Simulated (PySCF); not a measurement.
PySCF 2.14.0, BP86/def2-svpd, df: Ge(I)2 ([I][Ge][I]), 3 atoms. The geometry is a generated start, not checked to be a minimum at this level.

```
Item                                                Result
-------------------------  -------------------------------
task                                                energy
method                                                bp86
basis                                            def2-svpd
two-electron scheme                        density fitting
mol.max_memory                                     3000 MB
mf.max_cycle                                           100
mf.init_guess                              minao (default)
mf.DIIS                                    CDIIS (default)
mf.diis_space                                  8 (default)
mf.conv_tol                                1e-09 (default)
mf.grids.level                                 3 (default)
effective core potentials  those of the basis set, past Kr
basis functions                                        108
grid points                                          64560
```

```xyz
3

Ge     0.0342     0.0166     1.0757
I      1.0145    -1.7194    -0.5428
I     -1.0487     1.7028    -0.5329
```

One run each on 2 threads, 1 BLAS thread. Values of level_shift (Hartree) tried: 0 (default), 0.1, 0.3, 1.

How does the count of Fock builds change with level_shift (Hartree), and where is it least?

Fewest Fock builds, within one of each other: 0 (default) with 15, 0.1 with 16. The count rises to 66 at 1. All converge to one solution.

```tsv
level_shift (Hartree)	Fock builds	end
0 (default)	15	same solution
0.1	16	same solution
0.3	27	same solution
1	66	same solution
```
